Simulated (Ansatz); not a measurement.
The reference is Ir in the fcc (Cu type) structure (space group Fm-3m, No. 225; a = 3.8311 Å; relaxed with 0.1 eV smearing). Axes: x, y, z lie along the cube axes.

Level of theory: plane-wave PAW DFT at the PBEsol level (Ansatz, a first-principles code, 420 eV), no SOC.

It is then changed as follows: biaxial strain −1.25 %, plane normal [111], relaxed out of plane (Cartesian); in-plane vectors clamped, the third vector and the atoms free.

Predict the new out-of-plane strain.

The out-of-plane strain comes out as +0.65 %.

Stability against distortions was not tested. All final runs are without spin polarisation.
